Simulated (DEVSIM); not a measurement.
System: Al/SiO2/n-Ge capacitor, at 300 K.

Layer 1 from the left is SiO2, thickness (nm) 9.70. Layer 2 from the left is Ge, thickness (nm) 2200, Nd (cm⁻³) 7.1e16.

Metal gate on the left, work function 4.1 eV. Fixed charge at the semiconductor interface -1.3e11 cm⁻² (in units of +e); no interface traps.

Constants are typed, rounded textbook-type inputs, not results; the design itself was drawn at random and stands for no fabricated device. Values at 300 K.

SiO2: gap (eV) 9, affinity (eV) 0.9, permittivity 3.9. Ge: gap (eV) 0.664, affinity (eV) 4, permittivity 16, Nc (cm⁻³) 1.04e19, Nv (cm⁻³) 6e18.

Problem. Estimate by hand the flat-band voltage, the threshold voltage, and compare with a numerical solution.

Solution. 
- Flat-band voltage: C = 0.356 μF/cm², work-function difference -0.029 V; VFB = φms − qNf/C = 0.03 V; numerical 0.03 V.
- Threshold voltage: φF = 0.210 V, depletion charge √(4εqNφF) = 1.16e-7 C/cm²; VT = VFB − 2φF − Qd/C = -0.72 V; numerical -0.72 V.

DEVSIM, 1D Poisson equation in equilibrium, Boltzmann statistics, complete ionisation; no quantum confinement or tunnelling. Metal contacts follow the ideal Schottky-Mott rule: no Fermi-level pinning, no interface dipoles.
